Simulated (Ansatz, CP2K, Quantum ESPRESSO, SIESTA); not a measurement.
Code comparison for SrPd2 (P1, 6 atoms in the cell)

Self-consistent single point, at a second geometry (atoms moved at random). First geometry:

```yaml
crystal:
  lattice:
    - [0.00000, 3.93562, 3.93562]
    - [3.93562, 0.00000, 3.93562]
    - [3.93562, 3.93562, 0.00000]
  atoms:
    - { symbol: Sr, position: [0.75000, 0.75000, 0.75000] }
    - { symbol: Sr, position: [0.50000, 0.50000, 0.50000] }
    - { symbol: Pd, position: [0.12500, 0.62500, 0.12500] }
    - { symbol: Pd, position: [0.12500, 0.12500, 0.12500] }
    - { symbol: Pd, position: [0.62500, 0.12500, 0.12500] }
    - { symbol: Pd, position: [0.12500, 0.12500, 0.62500] }
```

Second geometry:
```
CELL_PARAMETERS angstrom
      0.00000     3.93562     3.93562
      3.93562     0.00000     3.93562
      3.93562     3.93562     0.00000
ATOMIC_POSITIONS crystal
  Sr 0.75101 0.75400 0.73491
  Sr 0.49500 0.49733 0.50067
  Pd 0.12879 0.63011 0.12152
  Pd 0.12969 0.12133 0.12807
  Pd 0.62254 0.13032 0.13249
  Pd 0.12297 0.11690 0.63234
```

Shared settings, as Ansatz (a first-principles code) writes them: kpoints.mp_grid.grid = 7 7 7; scf.occupations.method = gaussian; scf.occupations.width = 0.136 eV. Potentials and cutoffs stand in the table.

```csv
code,model,ΔF from the first geometry (meV/atom),pressure (GPa),largest force (eV/Å),cutoff
SIESTA,"GGA PBEsol, numerical atomic orbitals DZP, PseudoDojo PBEsol standard norm-conserving potentials (rewritten from UPF to PSML)",8.8,6.18,0.574,grid 400 Ry
Ansatz,"PBEsol, PAW files made with PBE",5.6,-3.06,0.340,default
CP2K,"PBEsol, GPW, DZVP-MOLOPT-SR-GTH basis, GTH-PBE potentials (GTH_POTENTIALS)",6.0,-2.05,0.368,grid 500 Ry
Quantum ESPRESSO,"PBEsol, GBRV 1.5 ultrasoft (PBESOL) pseudopotentials",5.7,-2.88,0.349,40 Ry
```

Size of the force on each atom (eV/Å): Sizes of forces hide their directions.

```csv
code,Sr1,Sr2,Pd3,Pd4,Pd5,Pd6
SIESTA,0.574,0.299,0.416,0.251,0.392,0.338
Ansatz,0.319,0.166,0.340,0.162,0.215,0.296
CP2K,0.348,0.183,0.368,0.179,0.231,0.317
Quantum ESPRESSO,0.319,0.166,0.349,0.166,0.216,0.304
```

On Ansatz's run: spin polarisation is off.

The spread over the programs that give each value: ΔF from the first geometry within 3.2 meV/atom; pressure within 9.24 GPa; largest force within 0.234 eV/Å.

SIESTA and CP2K use small atom-centred bases, whose incompleteness enters pressures, forces and empty levels differently from a plane-wave cutoff. Ansatz's pressure is given at a fixed set of plane waves, as the other plane-wave codes print theirs. In the pressure, SIESTA (by 9.15) lies more than 1 GPa from the median of the plane-wave programs. In the force vectors, SIESTA (by 0.257) lies more than 0.08 eV/Å from the median of the plane-wave programs.

The starting cell comes from a database of computed structures (which also holds hypothetical and non-ambient phases and stackings), without a prior relaxation at this level. For this run, on top of that: atoms moved at random.

Keys are those of Ansatz 0.2.
